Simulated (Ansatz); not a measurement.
ScAg₂ (I4/mmm, No. 139; cell taken from a computed entry), treated with LDA in Ansatz (PAW).

The input as run:

Ansatz 0.2 input:
```yaml
crystal:
  lattice:
    - [-1.7428093061, 1.7428093061, 4.367228918]
    - [1.7428093061, -1.7428093061, 4.367228918]
    - [1.7428093061, 1.7428093061, -4.367228918]
  atoms:
    - { symbol: Sc, position: [0.0, 0.0, 0.0] }
    - { symbol: Ag, position: [0.666904358, 0.666904358, 0.0] }
    - { symbol: Ag, position: [0.333095642, 0.333095642, 0.0] }
basis:
  ecutwfc: 520
  ecutrho_ratio: 4
  xc_grid: 2
kpoints:
  mp_grid: { grid: [22, 22, 22] }
hamiltonian:
  xc: lda
  dispersion: none
  pseudopotentials: { azcp: { folder: ./paw }, kind: paw }
scf:
  occupations: { method: fermi_dirac, width: 0.05 }
output:
  forces: true
  stress: true
  eigenvalues: true
relax:
  f_tol: 0.004
  escape_saddle: false
  max_steps: 80
  cell: { stress_tol: 0.02, fix: [volume] }
```

Output (set-up and result lines):

```
Relaxation: its limit of steps is 80 (relax.max_steps)
Crystal: 3 atoms, lattice volume = 53.060 Å³
Basis set: ecut = 520 eV, 1453 PW (Γ), FFT grids on a1+a3, a2+a3, a3, exchange–correlation on 54×54×80 points (8 copies of the dense FFT grid, shifted against one another)
Bands: 30, of which v1, the nominal top of the filled ones, is band 25 counted from 1 (24 counted from 0)
Symmetry: 16 space group operations
Space group: I4/mmm (ITA 139), of the structure as read, at distance tolerance 3.8e-5 Å
k-points: 834 of 10648
Initial density: superposition of atomic densities (chi_scale 0.1, normalization cell, long waves kept (reshape's long-wave potential 0.00 eV rms))
Functional: x = slater, c = lda
SCF iter   1: F=—  HF=-17011.436390 eV  |F-HF|=—  |Δ(HF+E_count)|=         —  Δρ=2.02e-1  dr2=3.47e1
SCF iter   2: F=—  HF=-17008.077792 eV  |F-HF|=—  |Δ(HF+E_count)|=    3.36e0  Δρ=9.45e-2  dr2=9.41e0
  ...
SCF 1 converged in 9 iterations: F = -17006.519251 eV  dr2 = 5.66e-9
Crystal: 3 atoms, lattice volume = 53.060 Å³
Initial density: handed on by an earlier stage of this run
SCF 2 converged in 4 iterations: F = -17006.519299 eV  dr2 = 4.77e-8
Crystal: 3 atoms, lattice volume = 53.060 Å³
SCF 3 converged in 4 iterations: F = -17006.519301 eV  dr2 = 6.02e-10
Crystal: 3 atoms, lattice volume = 53.060 Å³
SCF iter   3: F=—  HF=-17006.519301 eV  |F-HF|=—  |Δ(HF+E_count)|=  4.37e-11  Δρ=3.50e-7  dr2=4.62e-11
SCF iter   4: F=-17006.519301 eV  HF=-17006.519301 eV  |F-HF|=3.64e-12  |Δ(HF+E_count)|=  3.64e-12  Δρ=8.32e-8  dr2=3.60e-12
SCF 4 converged in 4 iterations: F = -17006.519301 eV  dr2 = 3.60e-12
SCF converged after 4 iterations
Free energy (F): -17006.519301 eV
Internal energy: -17006.509923 eV  (E = F + TS)
E sigma→0 (E₀):  -17006.514612 eV
Fermi energy:    15.529554 eV
--- Forces (eV/Å), atoms counted from 1 ---
  atom   1  Sc     0.00000000     0.00000000     0.00000000
  atom   2  Ag     0.00000000    -0.00000000    -0.00014947
  atom   3  Ag     0.00000000     0.00000000     0.00014947
--- Stress (GPa, compression-positive) ---
       -2.219413      -0.000000       0.000000
       -0.000000      -2.219413       0.000000
        0.000000       0.000000      -2.219262
  P = ⅓ Tr σ = -2.2194 GPa (-22.194 kbar)
```

The cell is one volume of an energy–volume scan, off the minimum.

The PAW data were made under PBE.

Note: the relaxation could not lower the start's symmetry, so the cell can be a saddle point above a distorted one.

Ansatz is a program for electronic structure.
